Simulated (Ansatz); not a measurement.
Take HgS in the zinc blende structure (space group F-43m, No. 216) as the base.

```cif
data_HgS
_chemical_formula_sum 'Hg1 S1'
_space_group_name_H-M_alt 'P 1'
_space_group_IT_number 1
_cell_length_a 4.23668
_cell_length_b 4.23668
_cell_length_c 4.23668
_cell_angle_alpha 60.000
_cell_angle_beta 60.000
_cell_angle_gamma 60.000
loop_
_space_group_symop_operation_xyz
  'x, y, z'
loop_
_atom_site_label
_atom_site_type_symbol
_atom_site_fract_x
_atom_site_fract_y
_atom_site_fract_z
_atom_site_occupancy
Hg1 Hg 0.00000 0.00000 0.00000 1
S1 S 0.25000 0.25000 0.25000 1
```

The values are results of PBE in Ansatz (plane waves to 420 eV, PAW, spin-orbit coupling left out), not measurements.

Strains are applied to the cell and any free atomic positions relax.

One change was made to it. Results:

The energy increases by 1.0 meV/atom; the pressure goes from zero to 0.8 GPa.

Problem. What was done to the base?
A) isotropic strain −1.50 %
B) isotropic strain −0.50 %
C) isotropic strain −2.50 %

Solution. B, isotropic strain −0.50 %. For comparison, the energy relative to the base in the other runs: isotropic strain −2.50 % gives +26 meV/atom; isotropic strain −1.50 % gives +9.1 meV/atom.

The mesh was chosen for an insulator and is coarse for the gapless case. Whether these cells are dynamically stable was not tested. The final runs are not spin-polarised.

Ansatz is a program for electronic structure.
